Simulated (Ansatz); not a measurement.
# AuAl2: stress against strain

AuAl2 (fluorite, Fm-3m, 18.029 Å³/atom and stress up to 0.01 GPa in the relaxed cell) under an equal strain ε in the (111) plane with the normal axis free, as in a coherent film. PBEsol in Ansatz, a plane-wave DFT program (PAW, default set), 420 eV, 17×17×17 Γ-centred mesh, Fermi-Dirac smearing 0.10 eV; ions are relaxed, or left where forces stay under 0.02 eV/Å, within the symmetry of each cell. Stress is positive for a compressed cell.

Here s stands for strain and y for stress xx.

```
strain (%)  stress xx (GPa)
----------  ---------------
-2.50                     ?
-1.25                  2.49
-0.83                  1.65
-0.42                  0.84
0.00                   0.00
0.42                  -0.83
0.83                  -1.62
1.25                  -2.43
```

### Question
Using a straight line, estimate the missing y at s = -2.50 from the other rows, showing the fit.

### Answer
Means: s 0, y 0.014. About the means, the sum of products is -9.5655 and the sum of squares of s is 4.8556; the slope is their ratio. Least squares gives y = 0.014 - 1.9700·s. Residuals (row less fit): 0.014, 0.001, -0.001, -0.014, -0.017, 0.001, 0.018; standard error 0.014 (degrees of freedom: 5). The slope gives the biaxial elastic modulus of this plane = about 200 GPa. At the withheld row, y = 0.014 - 1.9700 × (-2.50) = 4.939 GPa. The calculation gives 5.01 GPa, 0.071 GPa above the prediction (1.0 % of the range of y in the table). The row lies outside the fitted rows, so this is an extrapolation. From the scatter of the fitted rows alone, a prediction at this place has a standard error of 0.022 GPa, so the miss is 3.2 times that.

A polynomial of degree 2 through the 12 other runs of the series gives 5.03 there. In a metal these values are sensitive to mesh and smearing; energies are taken to zero smearing, stresses follow the free energy. Spin-orbit coupling is left out, which can shift these values for the heavy elements here. Rows are the converged runs of the series near zero and its far end, less any whose ions stayed unrelaxed beside relaxed ones; series whose fitted rows scatter by over a few per cent of the range, as at a crossing or softening among them, aren't shown in this form. Most that stay on the fit to the last digits aren't either.
